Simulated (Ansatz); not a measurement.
PbO under a change: uniaxial strain ε_zz = −3.00 %

The parent structure is PbO (space group P4/nmm, No. 129; a = 4.0342 Å, c = 4.9937 Å; layered, stacked along the Cartesian z axis). Axes: x, y, z lie along a, b, c of the conventional cell.

Now apply this change: uniaxial strain ε_zz = −3.00 %, all other strain components held at zero; the atoms relax in the strained cell.

Computed with PBE-D3(BJ) (Ansatz, a quantum-chemistry and plane-wave program, PAW, scalar-relativistic without spin-orbit coupling). k-mesh 8×8×7 (Γ-centred); smearing 0.05 eV (Fermi–Dirac).

The shortest interatomic distance drops by 0.003 Å to 2.338 Å and the energy increases by 1.3 meV/atom. The band gap drops by 0.10 eV, from 1.27 eV to 1.17 eV (an upper bound: an edge found on the path is not a true extremum; both cells) and the stress (xx, yy, zz, yz, xz, xy; compression positive) amounts to (0.56, 0.56, 0.74, 0.00, 0.00, 0.00) GPa.

With Pb present, leaving out spin-orbit coupling can change the band edges. No phonon test of stability was made. The D3 term's C6 switches between coordination references near this geometry, which can add small steps to energies.
